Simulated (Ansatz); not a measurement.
1T (CdI2-type) NiTe2 (model structure)

Level of theory: PBEsol (PAW; Ansatz, a program for electronic structure).

Cell: relaxed at this level.

- interlayer binding energy = 33.7 meV/Å²
- layer repeat distance = 5.169 Å
- gap between the layers = 2.574 Å

Note: the relaxation could raise the start's symmetry but not lower it, so the cell can be a saddle point.

Spin–orbit coupling is not included.

Computed values are for the static lattice.

Computing time: about 2.5 core-minutes (a rough figure).

A model structure was made by putting elements into a prototype or built by hand; it is no filed structure, need not be a known phase, and can be a saddle point held by its symmetry.
